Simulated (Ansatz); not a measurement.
## Zr, response to strain

Start from Zr in the hcp (Mg type) structure (space group P6_3/mmc, No. 194; a = 3.244 Å, c = 5.158 Å; relaxed with 0.1 eV smearing). Axes: x lies along a and z along c of the hexagonal cell.

Strains are applied to the cell and any free atomic positions relax.

Level of theory: r2SCAN (Ansatz, a first-principles code), spin-orbit coupling left out.

Notes on the quantities. energy relative to the base: free energy F; pressure: mean of the normal stresses, compression positive.

| variant | largest internal atomic displacement | volume per atom | energy relative to the base | pressure |
|---|---|---|---|---|
| base | – | 23.51 Å³ | 0 meV/atom | 0.0 GPa |
| uniaxial strain ε_xx = +0.50 % | – | 23.63 Å³ | +0.3 meV/atom | -0.5 GPa |
| uniaxial strain ε_xx = +1.00 % | 0.011 Å | 23.74 Å³ | +1.0 meV/atom | -0.9 GPa |
| uniaxial strain ε_xx = +1.50 % | 0.015 Å | 23.86 Å³ | +2.3 meV/atom | -1.4 GPa |
| uniaxial strain ε_xx = +2.00 % | 0.019 Å | 23.98 Å³ | +4.1 meV/atom | -1.8 GPa |
| uniaxial strain ε_xx = +2.50 % | 0.024 Å | 24.10 Å³ | +6.4 meV/atom | -2.2 GPa |
| uniaxial strain ε_xx = +3.00 % | 0.028 Å | 24.21 Å³ | +9.1 meV/atom | -2.6 GPa |

No phonon test of stability was made. The final runs are not spin-polarised.
